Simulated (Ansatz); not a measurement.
The starting structures come from a database of crystals and need not be the phases stable at ambient conditions.

Tunnelling through a barrier is set by its complex band structure: the current falls as exp(−2κd) with the smallest κ.

Data:

```xyz
8
Lattice="7.4335 0.0000 0.0000 -3.7167 7.2156 0.0422 3.7167 1.8785 6.1574" Properties=species:S:1:pos:R:3 pbc="T T T"
Y      3.7167     3.9262     1.0457
Y      3.7167     5.1678     5.1539
I      4.9118     2.8679     3.6076
I      2.5217     6.2262     2.5921
I      8.6906     3.5070     5.7026
I     -1.2571     5.5870     0.4971
I      1.2646     2.2325     1.5250
I      6.1689     6.8615     4.6747
```

Space group of this cell: R-3. The cell was relaxed by PBE-D3(BJ).

Transport runs along the normal of the first two printed cell vectors, the (101) plane of the conventional cell.

No gap correction and no spin-orbit coupling; mid-gap values are interpolated between computed energies.

### Question
Estimate the band gap and the smallest decay constant κ at mid-gap that PBEsol in Ansatz (a quantum-chemistry and plane-wave program) returns for this system.

### Answer
Gap 2.57 eV on a 6×6×6 mesh; κ = 0.240 1/Å, at the zone centre.
